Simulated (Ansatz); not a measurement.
# Response to strain in YN

Base system: YN in the rock salt structure (space group Fm-3m, No. 225; a = 4.896 Å). Axes: x, y, z lie along the cube axes.

Strains are applied to the cell and any free atomic positions relax; under biaxial strain the out-of-plane vector relaxes too.

Method: r2SCAN/PAW in Ansatz (a first-principles code), without spin-orbit coupling.

Notes on the quantities. in-plane stress: mean in-plane stress (compression positive); energy relative to the base: free energy F.

```csv
variant,in-plane stress,band gap,energy relative to the base,hole mass
base,–,0.58 eV,0 meV/atom,–
"biaxial strain +0.50 %, plane normal [001], relaxed out of plane",-1.8 GPa,0.56 eV,+0.8 meV/atom,"0.17 mₑ out of plane, 1.1 mₑ in plane (at Γ)"
"biaxial strain +1.00 %, plane normal [001], relaxed out of plane",-3.5 GPa,0.53 eV,+3.3 meV/atom,"0.17 mₑ out of plane, 1.1 mₑ in plane (at Γ)"
"biaxial strain +1.50 %, plane normal [001], relaxed out of plane",-5.1 GPa,0.51 eV,+7.3 meV/atom,"0.17 mₑ out of plane, 1.1 mₑ in plane (at Γ)"
"biaxial strain +2.00 %, plane normal [001], relaxed out of plane",-6.6 GPa,0.49 eV,+13 meV/atom,"0.17 mₑ out of plane, 1.1 mₑ in plane (at Γ)"
"biaxial strain +2.50 %, plane normal [001], relaxed out of plane",-8.0 GPa,0.47 eV,+20 meV/atom,"0.17 mₑ out of plane, 1.1 mₑ in plane (at Γ)"
"biaxial strain +3.00 %, plane normal [001], relaxed out of plane",-9.3 GPa,0.45 eV,+28 meV/atom,"0.17 mₑ out of plane, 1.2 mₑ in plane (at Γ)"
```

Effective masses come from finite differences of ±0.01 Å⁻¹. No phonon test of stability was made.
